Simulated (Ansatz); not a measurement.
Base system: Mo in the bcc (W type) structure (space group Im-3m, No. 229; a = 3.151 Å; relaxed with 0.1 eV smearing). Axes: x, y, z lie along the cube axes.

Method: r2SCAN in Ansatz (plane waves to 500 eV, PAW, scalar-relativistic without spin-orbit coupling), earlier PAW set.

Base values:

- Pressure: 0.0 GPa
- Shortest interatomic distance: 2.729 Å

Perturbation: the cell is compressed by 0.72 % along x with no lateral relaxation; the atoms relax in the strained cell.

### Question
What does the calculation give for the pressure after the change?

### Answer
The pressure (mean of the normal stresses, compression positive) goes from zero to 2.0 GPa.

### Question
What happens to the energy relative to the base?

### Answer
The energy goes up by 1.3 meV/atom.

### Question
Estimate the effect on the shortest interatomic distance.

### Answer
The shortest interatomic distance falls by 0.0065 Å, from 2.729 Å to 2.723 Å.

Whether these cells are dynamically stable was not tested. All final runs are without spin polarisation.

Ansatz is a quantum-chemistry and plane-wave program.
